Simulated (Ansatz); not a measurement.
Consider Sn in the diamond structure (space group Fd-3m, No. 227; a = 6.540 Å; relaxed with 0.1 eV smearing). Axes: x, y, z lie along the cube axes.

The values are results of DFT with PBEsol, PAW potentials and a 420 eV plane-wave cutoff in Ansatz (an electronic-structure program), spin-orbit coupling left out, not measurements.

For the base:

```
Item                            Result
-----------------------------  -------
Shortest interatomic distance  2.832 Å
```

The change: a pure shear with ε_xy = ε_yx = 0.0171; the atoms relax in the strained cell.

Question: What does the calculation give for the shortest interatomic distance after the change?

Answer: The shortest interatomic distance drops by 0.009 Å, from 2.832 Å to 2.823 Å.

Question: Predict the new energy relative to the base.

Answer: The energy rises by 3.5 meV/atom.

Question: How does this affect the largest internal atomic displacement?

Answer: The largest internal atomic displacement amounts to 0.019 Å.

Question: Estimate the effect on the stress.

Answer: The stress (xx, yy, zz, yz, xz, xy; compression positive) comes out as (0.0, 0.0, 0.0, 0.0, 0.0, -0.9) GPa.

Whether these cells are dynamically stable was not tested.
